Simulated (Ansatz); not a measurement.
By PBEsol, the system below comes out a metal.

The ballistic (Sharvin) conductance counts the channels at the Fermi level: G/A = (e²/h) × channels of both spins per area.

Input:

```yaml
crystal:
  lattice:
    - [3.16752, 0.00000, 0.00000]
    - [-1.58376, 2.74315, 0.00000]
    - [0.00000, 0.00000, 3.55239]
  atoms:
    - { symbol: Zr, position: [0.00000, 0.00000, 0.00000] }
    - { symbol: B, position: [0.33333, 0.66667, 0.50000] }
    - { symbol: B, position: [0.66667, 0.33333, 0.50000] }
```

The cell is taken as given; by PBEsol it stands under a pressure of -4.9 GPa.

The current flows along the normal of the first two printed cell vectors, the (001) plane of the conventional cell. No spin-orbit coupling; the value is a mean over 0.1 eV about the Fermi level.

Q: Give the ballistic conductance per area that PBEsol in Ansatz (a program for electronic structure) yields.

A: 0.31 × 10¹⁵ S/m² for both spins.
